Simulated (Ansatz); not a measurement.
Reference: ZnS (F-43m), r2SCAN with spin-orbit coupling, rigid bands (plane waves, PAW; Ansatz, a first-principles code); axes and stresses refer to this cell.

```yaml
crystal:
  lattice:
    - [0.00000, 2.67826, 2.67826]
    - [2.67826, 0.00000, 2.67826]
    - [2.67826, 2.67826, 0.00000]
  atoms:
    - { symbol: Zn, position: [0.00000, 0.00000, 0.00000] }
    - { symbol: S, position: [0.25000, 0.25000, 0.25000] }
```

Seebeck coefficient, p-type 1e19 cm⁻³: 386 μV/K
electron conductivity mass: 0.21 mₑ
Seebeck coefficient, n-type 1e19 cm⁻³: -117 μV/K

Task: Change: biaxial stress in (001) of -2 GPa (compression positive). What happens to Seebeck coefficient, p-type 1e19 cm⁻³, electron conductivity mass, Seebeck coefficient, n-type 1e19 cm⁻³?

Result: Seebeck coefficient, p-type 1e19 cm⁻³ shrinks to 278 μV/K; electron conductivity mass moves little, to 0.20 mₑ; Seebeck coefficient, n-type 1e19 cm⁻³ moves little, to -116 μV/K.

Task: Change: uniaxial stress along [001] of 5 GPa (compression positive). What happens to Seebeck coefficient, p-type 1e19 cm⁻³, electron conductivity mass, Seebeck coefficient, n-type 1e19 cm⁻³?

Result: Seebeck coefficient, p-type 1e19 cm⁻³ shrinks to 231 μV/K; electron conductivity mass moves little, to 0.21 mₑ; Seebeck coefficient, n-type 1e19 cm⁻³ moves little, to -119 μV/K.

Masses are for dilute carriers at 300 K, harmonic means over directions unless an axis is named. Seebeck coefficients are for the stated density at 300 K, with one relaxation time for all states and whether or not that doping can be reached. Stresses and pressures are the targets of the relaxation.  The structure type is held under load, also where the real crystal would transform.
